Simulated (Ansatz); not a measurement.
**Input and output of a self-consistent single point for AlN (Fm-3m, 2 atoms in the cell) (Ansatz, an electronic-structure program)**

Method: LDA (PW92), default PAW files made with PBE (plane waves; Ansatz).

Input as run:

Ansatz 0.2 input:
```yaml
crystal:
  lattice:
    - [0.00000000, 2.04469300, 2.04469300]
    - [2.04469300, 0.00000000, 2.04469300]
    - [2.04469300, 2.04469300, 0.00000000]
  atoms:
    - { symbol: Al, position: [0.50000000, 0.50000000, 0.50000000] }
    - { symbol: N, position: [0.00000000, 0.00000000, 0.00000000] }
basis:
  ecutwfc: 30.9 Ry
kpoints:
  mp_grid: { grid: [10, 10, 10] }
hamiltonian:
  xc: lda
  pseudopotentials: { kind: paw }
scf:
  occupations: { method: fixed }
output:
  forces: true
  eigenvalues: true
  stress: true
```

Output (repeated stretches shortened):

```
WARN ansatz: RAYON_NUM_THREADS=1 ignored (pool sized by the plan → 1); use --threads N
Pseudopotentials: kind: paw
Pseudopotential: Al, paw, valence charge 3
Pseudopotential: N, paw, valence charge 5
Crystal: 2 atoms, lattice volume = 17.097 Å³
Basis set: ecut = 420.4159175005146 eV, 331 PW (Γ)
Bands: 8, of which v1, the nominal top of the filled ones, is band 4 counted from 1 (3 counted from 0)
Symmetry: 48 space group operations
Space group: Fm-3m (ITA 225), of the structure as read, at distance tolerance 2.6e-5 Å
k-points: 47 of 1000
PAW frozen core: Al, regenerated for the run's functional, and the local potential with it
PAW frozen core: N, regenerated for the run's functional, and the local potential with it
Initial density: superposition of atomic densities (neutral atoms: chi_scale 0, normalization atom), corrected by the library's trained network
Initial wavefunctions: pseudopotential atomic-orbital guess
Eigensolver: davidson
Functional: x = slater, c = lda
SCF iter   1: F=—  HF=-889.622471 eV  |F-HF|=—  |Δ(HF+E_count)|=         —  Δρ=9.08e-3  dr2=1.45e-2  ethr=1.77e-3  ⟨swp⟩=4.1  Hψ=2354  notcnv=0  defer=63
all-band conjugate gradients solve this SCF's bands
preconditioner: auto → none
SCF iter   2: F=—  HF=-889.618082 eV  |F-HF|=—  |Δ(HF+E_count)|=   4.39e-3  Δρ=4.55e-3  dr2=1.68e-3  ethr=1.82e-4  ⟨swp⟩=2.3  Hψ=893  notcnv=0  defer=90
SCF iter   3: F=—  HF=-889.617526 eV  |F-HF|=—  |Δ(HF+E_count)|=   5.56e-4  Δρ=1.59e-3  dr2=1.66e-4  ethr=2.10e-5  ⟨swp⟩=2.4  Hψ=600  notcnv=0  defer=83
SCF iter   4: F=—  HF=-889.617449 eV  |F-HF|=—  |Δ(HF+E_count)|=   7.71e-5  Δρ=1.65e-4  dr2=1.51e-6  ethr=2.08e-6  ⟨swp⟩=3.0  Hψ=585  notcnv=0  defer=87
SCF iter   5: F=—  HF=-889.617449 eV  |F-HF|=—  |Δ(HF+E_count)|=   4.48e-8  Δρ=9.35e-6  dr2=5.47e-9  ethr=1.88e-8  ⟨swp⟩=2.0  Hψ=561  notcnv=0  defer=11
SCF iter   6: F=-889.617449 eV  HF=-889.617449 eV  |F-HF|=1.10e-11  |Δ(HF+E_count)|=   1.09e-9  Δρ=6.09e-7  dr2=2.95e-11  ethr=6.83e-11  ⟨swp⟩=3.6  Hψ=1876  notcnv=0
SCF 1 converged in 6 iterations: F = -889.617449 eV  dr2 = 2.95e-11
SCF converged after 6 iterations
Free energy (F): -889.617449 eV
Harris-Foulkes:  -889.617449 eV  (|F-HF|=1.10e-11)
Internal energy: -889.617449 eV  (E = F + TS)
E sigma→0 (E₀):  -889.617449 eV
Fermi energy:    10.458681 eV
--- Per-component energies (eV) ---
  E_band       = 34.068426
  E_kinetic    = 160.708423
  E_local      = -173.325134  (includes V_loc(G=0)·N_el)
  E_nonlocal   = 55.896277
  E_hartree    = 61.894986
  E_xc         = -101.554395
  E_vxc        = -108.942182  (∫ρ·V_xc dr)
  E_paw        = -561.361975  (= ΣΔE_a)
  E_vpaw       = -24.059076  (= ΣTr[D̂ρ^β])
  E_aug_tail   = 0.000092  (compensation charges beyond the density's cutoff)
  E_ewald      = -332.011483
  E_core_change = 0.135761  (= ΣΔE_core)
  E_smearing   = -0.000000  (= −TS)
  E_closure    = 0.000000  (closes the sum)
  Σ components = -889.617449   (vs F -889.617449, Δ=0.00e0)
--- Forces (eV/Å), atoms counted from 1 ---
  atom   1  Al    -0.00000000    -0.00000000     0.00000000
  atom   2  N     -0.00000000    -0.00000000    -0.00000000
  max |Σ_I F_I| component: 5.75e-31 eV/Å
--- Stress (GPa, compression-positive) ---
      -14.345204      -0.000000      -0.000000
       -0.000000     -14.345204      -0.000000
        0.000000       0.000000     -14.345204
  P = ⅓ Tr σ = -14.3452 GPa (-143.452 kbar)
  The stress holds the Pulay correction. Without it, at fixed plane waves, as pw.x and ABINIT print it: P = -15.0384 GPa
--- Band table (eV; the first three rows and the last of 47) ---
  k-point 0: bands = ["-6.6353", "10.4587", "10.4587", "10.4587", "15.7290", "22.3243", "22.3243", "22.3243"]
  k-point 1: bands = ["-6.4346", "9.4545", "10.3427", "10.3427", "16.3558", "21.4584", "22.6047", "22.6047"]
  k-point 2: bands = ["-5.8509", "7.3605", "10.0609", "10.0609", "17.0471", "20.9053", "22.7045", "22.7045"]
  k-point 46: bands = ["-2.3380", "4.3526", "5.5868", "6.6948", "17.5590", "19.5270", "22.0464", "22.7282"]
```

The run converged in 6 iterations.

The starting cell comes from a database of computed structures (which also holds hypothetical and non-ambient phases and stackings), without a prior relaxation at this level. Its lattice was rescaled by up to half a per cent. With a pressure of about -14 GPa the cell is away from its equilibrium volume at this level. Ansatz's pressure includes its estimate of the finite-basis (Pulay) stress. Without the estimate this run gives -15.04 GPa.
